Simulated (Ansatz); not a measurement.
The starting structures come from a database of crystals and need not be the phases stable at ambient conditions.

Inside the gap of an insulator the Bloch states are evanescent, with a wavenumber k + iκ along the transport direction.

Here is the system:

```
CELL_PARAMETERS angstrom
      4.36659     0.00000     0.00000
      0.00000    10.40385     0.00000
      0.00000     0.00000     4.36659
ATOMIC_POSITIONS crystal
  Sn 0.50000 0.87108 0.00000
  Sn 0.00000 0.12892 0.50000
  Pb 0.50000 0.37704 0.00000
  Pb 0.00000 0.62296 0.50000
  F  0.50000 0.66867 0.00000
  F  0.00000 0.33133 0.50000
  F  0.50000 0.50000 0.50000
  F  0.00000 0.50000 0.00000
  F  0.00000 0.80940 0.00000
  F  0.50000 0.80940 0.50000
  F  0.50000 0.19060 0.50000
  F  0.00000 0.19060 0.00000
```

Space group of this cell: P4/nmm. The cell was relaxed by PBE-D3(BJ); by r2SCAN its mean pressure is -2.5 GPa.

Transport runs along the normal of the first two printed cell vectors, the (100) plane of the conventional cell.

The gap is the functional's own, uncorrected, and κ follows it; spin-orbit coupling is left out. Mid-gap values are interpolated between the computed energies.

Question: Estimate the band gap and the smallest decay constant κ at mid-gap that r2SCAN (Ansatz, a quantum-chemistry and plane-wave program) returns for this system.

Answer: Gap 3.76 eV on a 8×4×8 mesh; κ = 0.375 1/Å, at (0.000, 0.500) of the in-plane reciprocal vectors. At the zone centre, at the nearest computed energy, the slowest state has κ = 0.38 1/Å.
